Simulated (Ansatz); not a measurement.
**Response to strain in PbTe**

Base system: PbTe in the rock salt structure (space group Fm-3m, No. 225).

```xyz
2
Lattice="0.0000 3.1898 3.1898 3.1898 0.0000 3.1898 3.1898 3.1898 0.0000" Properties=species:S:1:pos:R:3 pbc="T T T"
Te     3.1898     3.1898     3.1898
Pb     0.0000     0.0000     0.0000
```

Cartesian axes are those of the cell as printed.

Strains are applied to the cell and any free atomic positions relax; under biaxial strain the out-of-plane vector relaxes too.

Calculations: LDA/PAW in Ansatz (a first-principles code), no SOC.

Notes on the quantities. in-plane stress: mean in-plane stress (compression positive).

```json
[
 {"case": "base", "in-plane stress": "–", "volume per atom": "32.46 Å³"},
 {"case": "biaxial strain −2.50 %, plane normal [111], relaxed out of plane", "in-plane stress": "+1.7 GPa", "volume per atom": "31.71 Å³"},
 {"case": "biaxial strain −2.08 %, plane normal [111], relaxed out of plane", "in-plane stress": "+1.4 GPa", "volume per atom": "…"},
 {"case": "biaxial strain −1.67 %, plane normal [111], relaxed out of plane", "in-plane stress": "…", "volume per atom": "31.96 Å³"},
 {"case": "biaxial strain −1.25 %, plane normal [111], relaxed out of plane", "in-plane stress": "+0.9 GPa", "volume per atom": "…"},
 {"case": "biaxial strain −0.83 %, plane normal [111], relaxed out of plane", "in-plane stress": "+0.6 GPa", "volume per atom": "…"},
 {"case": "biaxial strain +0.42 %, plane normal [111], relaxed out of plane", "in-plane stress": "-0.3 GPa", "volume per atom": "32.58 Å³"},
 {"case": "biaxial strain +0.83 %, plane normal [111], relaxed out of plane", "in-plane stress": "-0.5 GPa", "volume per atom": "32.70 Å³"},
 {"case": "biaxial strain +1.25 %, plane normal [111], relaxed out of plane", "in-plane stress": "-0.8 GPa", "volume per atom": "32.82 Å³"},
 {"case": "biaxial strain +1.67 %, plane normal [111], relaxed out of plane", "in-plane stress": "-1.1 GPa", "volume per atom": "32.94 Å³"}
]
```

Question: Fill in the withheld entries from the trend.

Answer: 
- biaxial strain −2.08 %, plane normal [111], relaxed out of plane, volume per atom: 31.83 Å³
- biaxial strain −1.67 %, plane normal [111], relaxed out of plane, in-plane stress: +1.2 GPa
- biaxial strain −1.25 %, plane normal [111], relaxed out of plane, volume per atom: 32.08 Å³
- biaxial strain −0.83 %, plane normal [111], relaxed out of plane, volume per atom: 32.21 Å³

Whether these cells are dynamically stable was not tested.
